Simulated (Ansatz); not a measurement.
Take AlAs in the wurtzite structure (space group P6_3mc, No. 186; a = 4.003 Å, c = 6.581 Å; a model cell, its experimental status unchecked) as the base. Axes: x lies along a and z along c of the hexagonal cell.

Levels (all Ansatz, a first-principles code, PAW): PBEsol (420 eV, spin-orbit coupling left out); HSE06 (420 eV, no spin-orbit coupling).

Its gap is 1.64 eV with PBEsol and 2.41 eV with HSE06.

Perturbation: biaxial strain +4.36 %, plane normal [001], relaxed out of plane (Cartesian); in-plane vectors clamped, the third vector and the atoms free.

With PBEsol the gap becomes 0.77 eV.

Task: If the HSE06 correction stayed the same, what would the HSE06 gap be, and what does the HSE06 run give?

Result: A rigid correction of +0.77 eV gives 1.54 eV. The HSE06 run gives 1.51 eV, so the two effects roughly add.

Single points use the geometry relaxed with PBEsol. HSE06 gaps are upper bounds (no full band path). Whether these cells are dynamically stable was not tested. This is not the structure that AlAs has at room temperature and ambient pressure.
